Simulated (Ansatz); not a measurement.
Pressure series in hypothetical rock salt WGe

Consider WGe in the rock salt structure (space group Fm-3m, No. 225; a = 5.122 Å; a hypothetical phase, not in the database extracts checked).

Cell and atoms are relaxed at each pressure.

All numbers come from Ansatz (a quantum-chemistry and plane-wave program), r2SCAN, PAW, cutoff 500 eV, spin-orbit coupling left out.

Notes on the quantities. enthalpy: H = E + PV relative to the base's energy.

| variant | shortest interatomic distance | enthalpy |
|---|---|---|
| base | 4.839 bohr | – |
| pressure −2 GPa | 4.857 bohr | -0.21 eV/atom |
| pressure −1 GPa | 4.848 bohr | -0.11 eV/atom |
| pressure 0.9 GPa | 4.832 bohr | +0.09 eV/atom |
| pressure 2.1 GPa | 4.822 bohr | +0.22 eV/atom |
| pressure 4.5 GPa | 4.802 bohr | +0.47 eV/atom |
| pressure 9 GPa | 4.769 bohr | +0.92 eV/atom |
| pressure 15 GPa | 4.729 bohr | +1.52 eV/atom |
| pressure 22.5 GPa | 4.684 bohr | +2.24 eV/atom |
| pressure 30 GPa | 4.644 bohr | +2.94 eV/atom |

Load acts through the strain it causes; cell and atoms are relaxed under it. Stability against distortions was not tested. No other phases were tried under pressure. All final runs are without spin polarisation. WGe has a high density of states at the Fermi level and may be magnetic at this level.
